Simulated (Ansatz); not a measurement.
Start from Ga$_{2}$O$_{3}$ in the corundum structure (space group R-3c, No. 167; a = 4.9499 Å, c = 13.3058 Å (hexagonal axes)). Axes: x lies along a and z along c of the hexagonal cell.

Level of theory: LDA (Ansatz, a quantum-chemistry and plane-wave program; PAW; 420 eV plane waves; no spin-orbit coupling).

The change: a pure shear with ε_xz = ε_zx = 0.0120; the atoms relax in the strained cell.

### Question
Predict the stress tensor and what it implies for the stiffness.

### Answer
Stress of the strained cell less that of the base (GPa, compression positive):
```
   0.14   -0.43   -2.13
  -0.43    0.09   -0.01
  -2.13   -0.01    0.14
```

Then −Δσ/γ with γ = 2ε = 0.0240 gives relaxed-ion elastic constants: C55 ≈ 89 GPa.

Stability against distortions was not tested.
